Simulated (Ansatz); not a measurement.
Consider SiO₂ (space group P3_121, No. 152; a = 4.9494 Å, c = 5.4419 Å). Axes: x lies along a and z along c of the hexagonal cell.

Calculations: Kohn–Sham DFT with the PBEsol functional, run in Ansatz (a first-principles code) with PAW and 420 eV plane waves, no spin-orbit coupling.

Base values:

- Volume per atom: 12.83 Å³
- Smallest direct gap: 6.03 eV

Now apply this change: uniaxial stress, 0.5 GPa compression along x; all other stress components relax to zero.

What does the calculation give for the volume per atom after the change?

The volume per atom shrinks by 0.07 Å³ (12.83 Å³ → 12.76 Å³).

What happens to the smallest direct gap?

The smallest direct gap shrinks by 0.01 eV, from 6.03 eV to 6.02 eV.

Load acts through the strain it causes; cell and atoms are relaxed under it. Beyond what the load breaks, stability against distortions was not tested.
